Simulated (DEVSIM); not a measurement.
Structure: abrupt Si p-n junction, at 400 K.

```tsv
layer (left to right)	material	thickness (μm)	Nd (cm⁻³)	Na (cm⁻³)	τn (s)	τp (s)
1	Si	0.930	-	5.7e15	1.6e-5	1.6e-5
2	Si	26.0	9.2e15	-	1.6e-5	1.6e-5
```

Left contact: ohmic. Right contact: ohmic. Voltage is applied to the left contact. Recombination: SRH at mid-gap. Mobility is μmin + (μ − μmin)/(1 + (N/Nref)^α).

The device is made up for the run: typed textbook-type constants, with dimensions and the other settings drawn at random. Values at 300 K; Nc and Nv go as T^1.5, mobilities as T to minus their exponent, the gap by Varshni's rule with the affinity fixed.

| parameter | Si |
|---|---|
| gap (eV) | 1.124 |
| affinity (eV) | 4.05 |
| permittivity | 11.7 |
| Nc (cm⁻³) | 2.86e19 |
| Nv (cm⁻³) | 3.1e19 |
| μn (cm²/Vs) | 1417 |
| μp (cm²/Vs) | 470 |
| μn,min | 52 |
| μp,min | 45 |
| Nref,n | 9.7e16 |
| Nref,p | 2.2e17 |
| αn | 0.68 |
| αp | 0.72 |
| T exponent of μn | 2.3 |
| T exponent of μp | 2.2 |
| Varshni α (eV/K) | 0.000473 |
| Varshni β (K) | 636 |

Simulated with DEVSIM: 1D drift-diffusion, Boltzmann statistics, complete ionisation; no tunnelling, impact ionisation, image-force lowering or self-heating.

The temperature was swept, all else fixed.

| temperature (K) | dark forward voltage at 100 A/cm² (V) | dark forward voltage at 1 A/cm² (V) | largest field in the device at zero bias (V/cm) | potential step across the device at zero bias (V) |
|---|---|---|---|---|
| 250 | 0.840 | 0.648 | 29000 | 0.789 |
| 300 | 0.786 | 0.531 | 26000 | 0.694 |
| 350 | 0.737 | 0.411 | 24000 | 0.595 |
| 400 | 0.694 | 0.288 | 21000 | 0.493 |
| 450 | ___ | ___ | ___ | 0.389 |
| 500 | 0.624 | 0.056 | 15000 | 0.282 |

### Question
Some entries are withheld; supply them.

### Answer

- 450, dark forward voltage at 100 A/cm² (V): 0.656
- 450, dark forward voltage at 1 A/cm² (V): 0.165
- 450, largest field in the device at zero bias (V/cm): 18000
